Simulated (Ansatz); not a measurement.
W, response to strain

The parent structure is W in the bcc (W type) structure (space group Im-3m, No. 229; relaxed with 0.1 eV smearing).

```yaml
crystal:
  lattice:
    - [-1.58442, 1.58442, 1.58442]
    - [1.58442, -1.58442, 1.58442]
    - [1.58442, 1.58442, -1.58442]
  atoms:
    - { symbol: W, position: [0.00000, 0.00000, 0.00000] }
```

Cartesian axes are those of the cell as printed.

Strains are applied to the cell and any free atomic positions relax.

Method: Kohn–Sham DFT with the r2SCAN functional, run in Ansatz (a program for electronic structure) with PAW and 500 eV plane waves, spin-orbit coupling left out.

Notes on the quantities. energy relative to the base: free energy F; pressure: mean of the normal stresses, compression positive.

```csv
change,energy relative to the base,pressure,shortest interatomic distance
base,0 meV/atom,0.0 GPa,5.186 bohr
uniaxial strain ε_zz = −3.00 %,+26 meV/atom,10.5 GPa,5.135 bohr
uniaxial strain ε_zz = −2.50 %,+18 meV/atom,(withheld),5.143 bohr
uniaxial strain ε_zz = −2.00 %,(withheld),6.8 GPa,5.152 bohr
uniaxial strain ε_zz = −1.50 %,+6.3 meV/atom,5.0 GPa,5.160 bohr
uniaxial strain ε_zz = −1.00 %,+2.8 meV/atom,3.3 GPa,5.169 bohr
uniaxial strain ε_zz = −0.50 %,(withheld),1.6 GPa,5.177 bohr
```

Question: Some entries are withheld; estimate them.

Answer: 
- uniaxial strain ε_zz = −2.50 %, pressure: 8.6 GPa
- uniaxial strain ε_zz = −2.00 %, energy relative to the base: +11 meV/atom
- uniaxial strain ε_zz = −0.50 %, energy relative to the base: +0.7 meV/atom

Whether these cells are dynamically stable was not tested. All final runs are without spin polarisation.
